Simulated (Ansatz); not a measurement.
PbTe, pressure series

The reference is PbTe in the rock salt structure (space group Fm-3m, No. 225; a = 6.4424 Å).

Cell and atoms are relaxed at each pressure.

The values are results of Ansatz (a quantum-chemistry and plane-wave program), PBEsol, PAW, cutoff 420 eV, no SOC, earlier PAW set, not measurements.

Candidates:
(a) pressure 0.7 GPa
(b) pressure −1 GPa
(c) pressure −2 GPa
(d) pressure 3 GPa
(e) pressure 1.5 GPa

For the base:

- Band gap = 0.65 eV

Q: Order them by band gap, lowest first.

A: (d) pressure 3 GPa (0.51 eV), (e) pressure 1.5 GPa (0.58 eV), (a) pressure 0.7 GPa (0.62 eV), (b) pressure −1 GPa (0.70 eV), (c) pressure −2 GPa (0.75 eV)

With Pb and Te present, leaving out spin-orbit coupling can change the band edges. Load acts through the strain it causes; cell and atoms are relaxed under it. No phonon test of stability was made.
